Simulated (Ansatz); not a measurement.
# BeS, pressure series

Take BeS in the zinc blende structure (space group F-43m, No. 216; a = 4.8760 Å) as the base.

Cell and atoms are relaxed at each pressure.

Levels (all Ansatz, a first-principles code, PAW): PBE (420 eV, scalar-relativistic without spin-orbit coupling); r2SCAN (500 eV, no spin-orbit coupling); HSE06 (420 eV, without spin-orbit coupling); PBE+SOC (420 eV, spin-orbit coupling included).

| pressure (GPa) | band gap, PBE (eV) | band gap, r2SCAN (eV) | band gap, HSE06 (eV) | band gap, PBE+SOC (eV) |
|---|---|---|---|---|
| -2 | 3.19 | 3.65 | 4.14 | 3.16 |
| -1 | 3.17 | 3.62 | 4.12 | 3.14 |
| 0 | 3.15 | 3.60 | 4.09 | 3.11 |
| 0.3 | 3.14 | 3.59 | 4.09 | 3.11 |
| 0.7 | 3.13 | 3.58 | 4.08 | 3.10 |
| 1.5 | 3.11 | 3.56 | 4.06 | 3.08 |
| 5 | 3.03 | 3.49 | 3.98 | 3.00 |
| 7.5 | ? | ? | ? | ? |
| 10 | 2.93 | 3.38 | 3.87 | 2.90 |

Task: Fit E_g = E₀ + αP + βP² to the rows shown and predict the withheld row.

Result: Least squares on the printed values gives 

- PBE: E₀ = 3.15 eV, α = -23.5 meV/GPa, β = 0.18 meV/GPa² (largest residual 0.00 eV); this predicts 2.98 eV, and the run gives 2.98 eV, in agreement
- r2SCAN: E₀ = 3.60 eV, α = -23.6 meV/GPa, β = 0.19 meV/GPa² (largest residual 0.00 eV); this predicts 3.43 eV, and the run gives 3.43 eV, in agreement
- HSE06: E₀ = 4.09 eV, α = -23.1 meV/GPa, β = 0.063 meV/GPa² (largest residual 0.00 eV); this predicts 3.92 eV, and the run gives 3.92 eV, in agreement
- PBE+SOC: E₀ = 3.11 eV, α = -23.4 meV/GPa, β = 0.20 meV/GPa² (largest residual 0.00 eV); this predicts 2.95 eV, and the run gives 2.95 eV, in agreement.

Single points use the geometry relaxed with PBE. The hybrid gap comes from the SCF mesh plus the semilocal run's edge points and a few special points and is an upper bound. The spin-orbit shifts are approximate. Load acts through the strain it causes; cell and atoms are relaxed under it. Stability against distortions was not tested. Competing high-pressure phases were not computed.
